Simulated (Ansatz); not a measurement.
The parent structure is CaTiO3 in the cubic perovskite structure (space group Pm-3m, No. 221; a model cell).

```
CaTiO3
1.0
    3.84097     0.00000     0.00000
    0.00000     3.84097     0.00000
    0.00000     0.00000     3.84097
Ca Ti O
1 1 3
Direct
  0.00000   0.00000   0.00000
  0.50000   0.50000   0.50000
  0.00000   0.50000   0.50000
  0.50000   0.50000   0.00000
  0.50000   0.00000   0.50000
```

Cartesian axes are those of the cell as printed.

Computed with PBEsol (Ansatz, a program for electronic structure; PAW; 420 eV plane waves; no spin-orbit coupling).

Before the change:

The band gap comes out as 1.89 eV and the smallest direct gap is 2.33 eV.

Modification: biaxial strain +0.93 %, plane normal [001], relaxed out of plane (Cartesian); in-plane vectors clamped, the third vector and the atoms free.

Problem. How does this affect the out-of-plane strain?

Solution. The out-of-plane strain comes out as -0.50 %.

Problem. What happens to the band gap?

Solution. The band gap drops by 0.05 eV, from 1.89 eV to 1.84 eV.

Problem. Estimate the effect on the smallest direct gap.

Solution. The smallest direct gap decreases by 0.04 eV (2.33 eV → 2.29 eV).

Whether these cells are dynamically stable was not tested. All final runs are without spin polarisation. Many cubic perovskites are stable only at high temperature; tilts and polar distortions were not tested.
